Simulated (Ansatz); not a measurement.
**W$_{2}$B (I4/mcm): band-structure transport figures**

Given:

```xyz
6
Lattice="-2.7697 2.7697 2.3734 2.7697 -2.7697 2.3734 2.7697 2.7697 -2.3734" Properties=species:S:1:pos:R:3 pbc="T T T"
B      0.0000     0.0000     1.1867
B      0.0000     0.0000     3.5601
W      1.8271     0.9426     2.3734
W      0.9426     1.8271     0.0000
W     -0.9426     1.8271     2.3734
W      3.7124     0.9426     0.0000
```

Computed with r2SCAN, rigid bands (plane waves, PAW, scalar-relativistic; Ansatz, an electronic-structure program). Condition of this run: functional r2SCAN on the same cell. How the cell was made: cell and atoms relaxed with PBEsol.

| Quantity | Value |
|---|---|
| density of states at the Fermi level | 3.17 states/(eV·cell), both spins |
| bare Sommerfeld coefficient | 1.25 mJ/(mol of atoms·K²) |
| Drude plasma energy | 6.0 (x), 6.0 (y), 6.7 (z) eV |
| root-mean-square Fermi velocity | 5.8e5 m/s |
| resistivity times τ | 13.8 (x), 13.8 (y), 11.0 (z) ×10⁻²² Ω·m·s |

A metal at this level (no band gap); rigid bands, thermally averaged at 300 K, both spins. Spin-orbit coupling is left out, which matters with elements this heavy. τ is one relaxation time for all states.

Formula and space group known from diffraction (Crystallography Open Database), not checked to be the room-temperature form: W2B (I4/mcm).
